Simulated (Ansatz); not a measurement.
**Effective masses and thermopower of InAs (F-43m)**

Consider the following.

```
CELL_PARAMETERS angstrom
      0.00000     3.04407     3.04407
      3.04407     0.00000     3.04407
      3.04407     3.04407     0.00000
ATOMIC_POSITIONS crystal
  In 0.75000 0.75000 0.75000
  As 0.00000 0.00000 0.00000
```

Calculation: HSE06, rigid bands (plane waves, PAW, scalar-relativistic; Ansatz, a quantum-chemistry and plane-wave program). How the cell was made: cell and atoms relaxed with PBEsol.

| Item | Value |
|---|---|
| band gap | 0.42 eV |
| electron conductivity mass (300 K, dilute) | 0.031 mₑ |
| effective density of states N_c (300 K) | 1.2e17 cm⁻³ |
| density-of-states mass, electrons | 0.028 mₑ |
| Seebeck coefficient, n-type 1e19 cm⁻³, 300 K | -31 μV/K |

Rigid bands; masses and Seebeck coefficients take one relaxation time τ for all states and one kind of carrier; polarons and phonon drag are left out. Spin-orbit coupling is left out. Geometry: cell and atoms relaxed with PBEsol.
